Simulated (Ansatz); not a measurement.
Consider BeS in the zinc blende structure (space group F-43m, No. 216).

```
CELL_PARAMETERS angstrom
      0.00000     2.43415     2.43415
      2.43415     0.00000     2.43415
      2.43415     2.43415     0.00000
ATOMIC_POSITIONS crystal
  S  0.75000 0.75000 0.75000
  Be 0.00000 0.00000 0.00000
```

Cartesian axes are those of the cell as printed.

All numbers come from r2SCAN, PAW, 500 eV (Ansatz, a program for electronic structure; scalar-relativistic without spin-orbit coupling), earlier PAW set.

Before the change:

- Shortest interatomic distance: 210.8 pm

Perturbation: the symmetric strain tensor [0.0117 -0.0140 -0.0083; -0.0140 0.0043 0.0048; -0.0083 0.0048 -0.0015]; the atoms relax in the strained cell.

Question: What happens to the shortest interatomic distance and stress?

Answer: The shortest interatomic distance drops by 0.5 pm (210.8 pm → 210.3 pm); the stress (xx, yy, zz, yz, xz, xy; compression positive) is (-1.95, -1.22, -0.71, -0.82, 1.41, 2.34) GPa.

No phonon test of stability was made.
